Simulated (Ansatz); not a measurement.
The parent structure is Mg$_{2}$Ge in the anti-fluorite structure (space group Fm-3m, No. 225; a = 6.364 Å).

Method: PBEsol (Ansatz, an electronic-structure program), no SOC.

For the base:

The gap character comes out as indirect, Γ → X and the density is 3.12 g/cm³.

One thing is altered: Ca takes the place of Mg on all its sites, then cell and atoms are relaxed.

Tabulated Pauling electronegativity and covalent radius: Mg 1.31, 1.41 Å; Ca 1.00, 1.76 Å.

### Question
Predict the new gap character.

### Answer
The gap character changes from indirect, Γ → X to direct at X.

### Question
How does this affect the density?

### Answer
The density shrinks by 0.306 g/cm³ (3.12 g/cm³ → 2.82 g/cm³).

Stability against distortions was not tested. For Ca2Ge in this form, whether it has been made was not checked.
